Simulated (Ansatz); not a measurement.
We consider In₂O₃ (model structure, started from the Al2S3 type, C2/c, No. 15, 10 atoms in the cell), described by LDA (Ansatz, a first-principles code, plane waves, PAW).

Numerical settings: plane-wave cutoff 520 eV, 6×6×8 k mesh (along the axes of the cell as run), Fermi–Dirac smearing 0.01 eV, scalar-relativistic PAW data made under PBE.

Cell (relaxed with PBEsol):

```cif
data_In8O12
_chemical_formula_sum 'In8 O12'
_space_group_name_H-M_alt 'C2/c'
_space_group_IT_number 15
_space_group_name_Hall '-C 2yc'
_cell_length_a 10.10485
_cell_length_b 6.54218
_cell_length_c 5.89012
_cell_angle_alpha 90.000
_cell_angle_beta 115.754
_cell_angle_gamma 90.000
loop_
_atom_site_label
_atom_site_type_symbol
_atom_site_symmetry_multiplicity
_atom_site_Wyckoff_symbol
_atom_site_fract_x
_atom_site_fract_y
_atom_site_fract_z
_atom_site_occupancy
In1 In 8 f 0.33798 0.10353 0.40387 1
O1 O 8 f 0.21021 0.08964 0.61499 1
O2 O 4 e 0.00000 0.53984 0.25000 1
```
(The calculation used a cell of 10 atoms; values per cell refer to that cell.)

Q: Estimate the band gap and smallest direct gap on the k points sampled that the calculation returns.

A: 
* **band gap**: 1.16 eV
* **smallest direct gap on the k points sampled**: 1.22 eV

Note: the relaxation could raise the start's symmetry but not lower it, so the cell can be a saddle point; cell and atoms aren't relaxed at this level (largest force component 0.16 eV/Å, pressure -3.5 GPa).

Spin–orbit coupling is not included.

Computed values are for the static lattice.

Computing time: about 2.1 core-minutes (a rough figure).

A model structure was made by putting elements into a prototype or built by hand; it is no filed structure, need not be a known phase, and can be a saddle point held by its symmetry.
